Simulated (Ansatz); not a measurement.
Consider Os-vacancy pair (Os on one host Al site, one Al site vacant) in fcc Al, neutral cell. These are PBE, PAW (plane waves to 420 eV; Ansatz, a quantum-chemistry and plane-wave program) values and carry that method's errors.

Cell of 32 host sites held at the relaxed PBE lattice; a 3×3×3 k-point mesh shifted by half a step; Fermi-Dirac width 0.10 eV, spin-restricted; finite-size errors left in. No zero-point or tunnelling terms. Spin-orbit coupling is left out. Forms of the defect that were not tried may lie lower.

Barriers: single points on a 5×5×5 k-point mesh shifted by half a step at the bands' geometries (they differ from the bands' own by up to 0.08 eV, and are uncertain by about as much).

Relaxed starting cell (atoms counted from 1):

```
Al30Os
1.0
    8.08392     0.00000     0.00000
    0.00000     8.08392     0.00000
    0.00000     0.00000     8.08392
Os Al
1 30
Direct
  0.99975   0.98403   0.98588
  0.99981   0.00271   0.49953
  0.99980   0.49769   0.00461
  0.99982   0.49648   0.49837
  0.49978   0.00376   0.00565
  0.49981   0.00190   0.50059
  0.49982   0.49870   0.00378
  0.49982   0.50372   0.50564
  0.99980   0.23902   0.75595
  0.99977   0.75408   0.24088
  0.99979   0.75270   0.75454
  0.49980   0.24871   0.25058
  0.49978   0.24788   0.76080
  0.49982   0.75888   0.24976
  0.49978   0.75428   0.75617
  0.22481   0.00877   0.24239
  0.24623   0.99886   0.75905
  0.24572   0.49852   0.25096
  0.24630   0.49814   0.75615
  0.77479   0.00886   0.24240
  0.75332   0.99883   0.75899
  0.75392   0.49847   0.25092
  0.75331   0.49813   0.75614
  0.22476   0.24057   0.01076
  0.24570   0.24902   0.50034
  0.24623   0.75712   0.00070
  0.24634   0.75428   0.50001
  0.77477   0.24055   0.01065
  0.75392   0.24905   0.50037
  0.75333   0.75715   0.00070
  0.75331   0.75425   0.49999
```

End state 1 differs by these moves (Å; atoms that move under 0.08 Å are left out):

```json
[
 {"atom": "1", "element": "Os", "Δx": "0.00", "Δy": "2.29", "Δz": "2.29"},
 {"atom": "2", "element": "Al", "Δx": "0.00", "Δy": "0.08", "Δz": "0.00"},
 {"atom": "3", "element": "Al", "Δx": "0.00", "Δy": "0.00", "Δz": "0.08"},
 {"atom": "9", "element": "Al", "Δx": "0.00", "Δy": "0.08", "Δz": "0.00"},
 {"atom": "10", "element": "Al", "Δx": "0.00", "Δy": "0.00", "Δz": "0.08"}
]
```

Q: Give the forward and backward barriers to end state 1 at the level PBE, PAW.

A: forward 2.03 eV, backward 2.03 eV; at the saddle point atom 1 has neighbours 4 Al at 2.54, 2 Al at 2.79, 2 Al at 2.79 Å. The saddle point's order was not checked, and it lies on a symmetry element of the cell, where a band can be held.
